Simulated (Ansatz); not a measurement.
Cost and result by functional for the surface energy of the (10-10) surface of wurtzite ZnS (a metastable polymorph) in its 1x1 cell (cut with top plane S + Zn, bottom plane S + Zn), outermost plane spacing 1.11 Å in the ideal cut, in Ansatz (plane waves, PAW). Single points on the PBE structure, on one kind of machine; costs are rough ratios of the slab run's core time (references not counted) to the cheapest single point. r2SCAN's cost holds its higher cutoff (500 against 420 eV). Differences are taken against HSE06 for comparison alone: no measured value is at hand, so the table doesn't rank accuracy. HSE06 ran on a coarser k-mesh, which lowers its cost and carries part of its shift.

Model: 16-atom slab, S8Zn8, 11.1 Å thick at the start, 7x4x1 mesh, Fermi-Dirac 0.025 eV, dipole correction, all atoms relaxed; symmetry of the start imposed; no spin, no spin-orbit, no U. These notes are the PBE run's.

| functional | relative cost | surface energy (J/m²) | less HSE06 (J/m²) |
|---|---|---|---|
| LDA | 1 | 0.56 | 0.14 |
| PBEsol | 1 | 0.47 | 0.04 |
| RPBE | 1 | 0.27 | -0.15 |
| r2SCAN | 2 | 0.49 | 0.07 |
| HSE06 | 20 | 0.43 | 0.00 |
| PBE (the relaxed run's value) | – | 0.38 | -0.05 |

The values span 0.29 J/m², while the single points' costs differ by a factor of roughly 20. Differences are of unrounded values.

Ansatz is a program for electronic structure.
